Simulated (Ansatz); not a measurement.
# AlRu: point defects

Consider an 8-atom supercell of AlRu in the CsCl type structure (space group Pm-3m, No. 221; a = 2.983 Å) at its relaxed geometry.

One neutral defect a cell, atoms relaxed at fixed cell.

All numbers come from r2SCAN (Ansatz, a program for electronic structure), no spin-orbit coupling.

| case | largest displacement of a host atom from its site in the perfect cell | pressure |
|---|---|---|
| perfect supercell | – | 0.0 GPa |
| Al on a Ru site (antisite), symmetric start | 0.00 Å | 4.2 GPa |
| Al vacancy | 0.31 Å | -11.1 GPa |
| Ru interstitial (started 1.49 Å from the nearest host atom) | 1.09 Å | 75.2 GPa |
| Sb on a Ru site | ? | ? |
| Ru vacancy | 0.00 Å | -4.9 GPa |

Question: Some entries are withheld; estimate them.

Answer: 
- Sb on a Ru site, largest displacement of a host atom from its site in the perfect cell: 0.39 Å
- Sb on a Ru site, pressure: 21.1 GPa

In so small a cell the defect repeats every few ångströms: this is an ordered compound, not a dilute defect. Defects with a symmetric start kept the site's symmetry and may sit on a saddle; the others started slightly shaken. All final runs are without spin polarisation.
